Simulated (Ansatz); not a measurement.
# How the bulk modulus of TiAlB (model structure, started from the MoAlB type, Cmcm, No. 63, 6 atoms in the cell) moves with the method

No measured value is used here.

```json
[
 {"level (code)": "LDA (Ansatz)", "value (GPa)": "156", "cell (Å³/atom)": "11.69"},
 {"level (code)": "PBE (Ansatz)", "value (GPa)": "141", "cell (Å³/atom)": "12.27"},
 {"level (code)": "PBEsol (Ansatz)", "value (GPa)": "149", "cell (Å³/atom)": "11.99"},
 {"level (code)": "r²SCAN (Ansatz)", "value (GPa)": "153", "cell (Å³/atom)": "12.11"}
]
```

The crystal itself was run without spin with LDA, PBE, PBEsol, r²SCAN; a magnetic state was not tried in these runs. LDA, PBE, PBEsol, r²SCAN: the run has no spin polarisation, so it can have missed a magnetic state. LDA, PBE, PBEsol, r²SCAN: the bulk modulus is −V dP/dV from two relaxed cells at ±2 % in volume. Each level is taken at its own relaxed cell. Cutoffs differ between the levels. Ansatz's density-functional and Hartree–Fock values are scalar-relativistic unless marked +SOC, with PAW data made under PBE.

A model structure was made by putting elements into a prototype or built by hand; it is no filed structure, need not be a known phase, and can be a saddle point held by its symmetry.

Ansatz is an electronic-structure program.
